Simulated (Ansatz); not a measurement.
C (model structure, P6₂22, No. 180, 3 atoms in the cell), treated with PBE0 in Ansatz (plane waves, PAW).

Settings: plane-wave cutoff 460 eV, 12×12×10 k mesh (along the axes of the cell as run), Fermi–Dirac smearing 0.01 eV, scalar-relativistic PAW data made under PBE.

Cell (relaxed with PBEsol):

```cif
data_C3
_chemical_formula_sum 'C3'
_space_group_name_H-M_alt 'P6222'
_space_group_IT_number 180
_space_group_name_Hall 'P 62 2 (0 0 4)'
_cell_length_a 2.59239
_cell_length_b 2.59239
_cell_length_c 2.78308
_cell_angle_alpha 90.000
_cell_angle_beta 90.000
_cell_angle_gamma 120.000
loop_
_atom_site_label
_atom_site_type_symbol
_atom_site_symmetry_multiplicity
_atom_site_Wyckoff_symbol
_atom_site_fract_x
_atom_site_fract_y
_atom_site_fract_z
_atom_site_occupancy
C1 C 3 c 0.50000 0.00000 0.00000 1
```

Problem. What does this level give for the band gap, smallest direct gap on the k points sampled and direct gap at Γ?

Solution. 
- band gap: 3.60 eV (on the SCF k mesh) (indirect)
- smallest direct gap on the k points sampled: 6.64 eV
- direct gap at Γ: 11.15 eV

Note: the relaxation could raise the start's symmetry but not lower it, so the cell can be a saddle point; cell and atoms aren't relaxed at this level (pressure -4.4 GPa).

The result took roughly 120 core-seconds.

A model structure was made by putting elements into a prototype or built by hand; it is no filed structure, need not be a known phase, and can be a saddle point held by its symmetry.

Ansatz is a program for electronic structure.
